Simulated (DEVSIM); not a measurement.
Structure: Schottky contact on n-type CdTe, at 300 K.

Layer 1 from the left is CdTe, thickness (μm) 0.550, Nd (cm⁻³) 1.8e15, τn (s) 3.3e-9, τp (s) 3.3e-9.

Left contact: Schottky, work function 5.08 eV, emission velocity 6.1e6 cm/s. Right contact: ohmic. Voltage is applied to the left contact. Recombination: SRH at mid-gap, radiative. Mobility is μmin + (μ − μmin)/(1 + (N/Nref)^α).

This is a model device: material constants are rounded textbook-type values typed into the input, and sizes, dopings and lifetimes were drawn at random. Values at 300 K.

CdTe: gap (eV) 1.5, affinity (eV) 4.28, permittivity 10.2, Nc (cm⁻³) 8e17, Nv (cm⁻³) 1.8e19, μn (cm²/Vs) 1000, μp (cm²/Vs) 80, μn,min 100, μp,min 10, Nref,n 1e17, Nref,p 1e17, αn 0.6, αp 0.6, B (cm³/s) 1e-10.

DEVSIM, 1D drift-diffusion, Boltzmann statistics, complete ionisation; no tunnelling, impact ionisation, image-force lowering or self-heating. Metal contacts follow the ideal Schottky-Mott rule: no Fermi-level pinning, no interface dipoles.

Dark forward current:

| |V| (V) | |J| (A/cm²) |
|---|---|
| 0.05 | 1.250e-7 |
| 0.10 | 9.747e-7 |
| 0.15 | 6.755e-6 |
| 0.20 | 4.599e-5 |
| 0.25 | 0.0003115 |
| 0.30 | 0.002099 |
| 0.35 | 0.01405 |
| 0.40 | 0.09301 |
| 0.45 | 0.6025 |
| 0.50 | 3.708 |
| 0.55 | 19.84 |
| 0.60 | 77.16 |
| 0.65 | 198.0 |
| 0.70 | 370.8 |
| 0.75 | 574.3 |
| 0.80 | 794.7 |
| 0.85 | 1024 |
| 0.90 | 1259 |
| 0.95 | 1497 |
| 1.00 | 1736 |
| 1.05 | 1977 |
| 1.10 | 2218 |

Question: Work out the local ideality factor n = ΔV / (kT/q · ln(J2/J1)) between the rows 0.15 and 0.20 V, 1.05 and 1.10 V.

Answer: kT/q = 25.85 mV. From 0.15 to 0.20 V: ln(4.599e-5/6.755e-6) = 1.918, n = 1.01, near the 1 of diffusion or emission over a barrier. From 1.05 to 1.10 V: ln(2218/1977) = 0.115, n = 16.82; the layers' resistance at their doping, Σ W/(qμN) = 0.00021 Ω cm², would take 50 mV of this step of 50 mV.

Question: Estimate the current at 0.30 V for emission alone, J0 = q v N_band exp(−φB/kT), and read the barrier back from the simulated current.

Answer: φB = 0.800 eV, N_band = 8.00e17 cm⁻³, J0 = 2.84e-8 A/cm²; J = J0 (exp(qV/kT) − 1) = 0.00311 A/cm². The simulation gives 0.00210 A/cm²; the estimate lies 48 % above. Read backwards, the simulated current gives an apparent barrier of 0.810 eV. The estimate leaves out transport through the depletion region and minority injection.
